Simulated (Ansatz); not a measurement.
For CuI (model structure, started from the HgO type, P6₄22, No. 181, 6 atoms in the cell), PBEsol (plane waves, PAW; Ansatz, a quantum-chemistry and plane-wave program) gives:

| Quantity | Result |
|---|---|
| bulk modulus B0 | 53.4 GPa |
| cohesive energy | 2.83 eV/atom |
| band gap | 0.65 eV |

Problem. What does r²SCAN (Ansatz, plane waves, PAW) give for the same quantities?

Solution. 
- bulk modulus: 46.4 GPa (shrinks by 13 %)
- cohesive energy: 2.65 eV/atom (falls by 0.18 eV/atom)
- band gap: 1.13 eV (rises by 0.48 eV)

Changes are worked out from the printed values.

Unless a cell is named, each level is at its own relaxed cell (PBEsol 23.79, r²SCAN 25.08 Å³/atom).

Levels without +SOC leave out spin–orbit coupling, which shifts energies and cells of such heavy elements.

Levels without +SOC have no spin–orbit coupling; where heavier elements are present it shifts gaps, mostly down, and can invert bands. Density-functional gaps are differences of (generalised) Kohn–Sham levels.

Caveats: the bulk modulus is −V dP/dV from two relaxed cells at ±2 % in volume (PBEsol, r²SCAN). Ansatz's density-functional and Hartree–Fock values are scalar-relativistic unless marked +SOC, with PAW data made under PBE.

A model structure was made by putting elements into a prototype or built by hand; it is no filed structure, need not be a known phase, and can be a saddle point held by its symmetry.
